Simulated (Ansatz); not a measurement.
Cost and result by functional for the adsorption energy of F on the 1x1 (10-10) surface of wurtzite ZnO (cut with top plane O + Zn), one in a 2x1 cell, started at the site 'bridge Zn-Zn (span 3.3 Å)', in Ansatz (plane waves, PAW). Single points on the PBE structure, on one kind of machine; costs are rough ratios of the slab run's core time (references not counted) to the cheapest single point. r2SCAN's cost holds its higher cutoff (500 against 420 eV). Differences are taken against r2SCAN for comparison alone: no measured value is at hand, so the table doesn't rank accuracy. The points keep PBE's geometry, so the relaxation of a polaron and the settling of charge on one site are left out.

Host crystal: wurtzite ZnO, with a band gap (PBE, scalar-relativistic without spin-orbit coupling).

Set-up: 33 atoms, 9.4 Å thick at the start under the adsorbate (thin: gaps and levels are the slab's own); mesh 3x4x1; 0.01 eV smearing; dipole correction on; 16 atoms held, the rest relaxed; symmetry of the start imposed; spin-polarised, ending with about 0.5 μB a cell, a value that depends on the mesh; orders that need a larger cell were not tried, no spin-orbit, no U, no dispersion correction. The slab shows no gap over 0.04 eV on its mesh. At the end it is bonded to 2 Zn. In PBE it is, or lies within 0.03 eV of, the lowest of the starts that converged. These notes are the PBE run's. RPBE: The program's check for a lower electronic state was not made. r2SCAN: The program's check for a lower electronic state was not made. Adsorption energies are against ½ F2(g). A negative adsorption energy means that the adsorbate is more stable on the surface than in its reference.

```tsv
functional	relative cost	adsorption energy (eV)	less r2SCAN (eV)
RPBE	1	-1.48	0.16
r2SCAN	2	-1.64	0.00
PBE (the relaxed run's value)	–	-1.54	0.10
```

The values span 0.16 eV, while the single points' costs differ by a factor of roughly 2. Differences are of unrounded values.

Ansatz is a quantum-chemistry and plane-wave program.
